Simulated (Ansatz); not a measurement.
# Mo (P6₃/mmc, No. 194, 2 atoms in the cell; start mp-2647013; another form than the element's usual one)

Calculation: LDA (plane waves, PAW; Ansatz, a first-principles code).

Run with plane-wave cutoff 520 eV, 24×24×12 k mesh (along the axes of the cell as run), Fermi–Dirac smearing 0.05 eV, no spin polarisation, scalar-relativistic PAW data made under PBE.

Cell (relaxed at this level):

```yaml
crystal:
  lattice:
    - [2.71623, 0.00000, 0.00000]
    - [-1.35812, 2.35233, 0.00000]
    - [0.00000, 0.00000, 4.79637]
  atoms:
    - { symbol: Mo, position: [0.66667, 0.33333, 0.75000] }
    - { symbol: Mo, position: [0.33333, 0.66667, 0.25000] }
```

* **bulk modulus B0**: 262 GPa

Note: the run has no spin polarisation, so it can have missed a magnetic state; the bulk modulus is −V dP/dV from two relaxed cells at ±2 % in volume; the relaxation could not lower the start's symmetry, so the cell can be a saddle point above a distorted one.

The computed numbers hold no vibrational or temperature effects.

It cost very roughly 60 core-seconds of CPU time.

A start named mp-… is a Materials Project structure, which need not be a measured phase.
